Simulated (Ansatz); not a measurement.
**Al2Cu, response to strain**

Base system: Al$_{2}$Cu (space group Fm-3m, No. 225; a = 5.727 Å; a cell from a computed database, its experimental status unchecked; relaxed with 0.1 eV smearing). Axes: x, y, z lie along the cube axes.

Strains are applied to the cell and any free atomic positions relax; under biaxial strain the out-of-plane vector relaxes too; under stress the whole cell relaxes.

Level of theory: Kohn–Sham DFT with the PBEsol functional, run in Ansatz (an electronic-structure program) with PAW and 420 eV plane waves, spin-orbit coupling left out.

Notes on the quantities. pressure: mean of the normal stresses, compression positive; energy relative to the base: free energy F.

| case | shortest interatomic distance | space group | pressure | energy relative to the base |
|---|---|---|---|---|
| base | 2.480 Å | Fm-3m (No. 225) | 0.0 GPa | 0 meV/atom |
| biaxial strain −1.24 %, plane normal [001], relaxed out of plane | 2.468 Å | I4/mmm (No. 139) | 1.6 GPa | +2.9 meV/atom |
| biaxial strain −1.86 %, plane normal [111], relaxed out of plane | 2.450 Å | R-3m (No. 166) | 2.8 GPa | +7.6 meV/atom |
| biaxial strain +1.10 %, plane normal [111], relaxed out of plane | (withheld) | R-3m (No. 166) | (withheld) | (withheld) |
| uniaxial strain ε_zz = −0.68 % | 2.474 Å | I4/mmm (No. 139) | 0.7 GPa | +0.4 meV/atom |
| uniaxial stress, 8 GPa compression along x | 2.464 Å | I4/mmm (No. 139) | – | +19 meV/atom |

Problem. What belongs in the blanks?

Solution. 
- biaxial strain +1.10 %, plane normal [111], relaxed out of plane, shortest interatomic distance: 2.476 Å
- biaxial strain +1.10 %, plane normal [111], relaxed out of plane, pressure: -1.5 GPa
- biaxial strain +1.10 %, plane normal [111], relaxed out of plane, energy relative to the base: +2.5 meV/atom

Beyond what the load breaks, stability against distortions was not tested. The base started in I4/mmm and relaxed to Fm-3m at this level. The final runs are not spin-polarised.
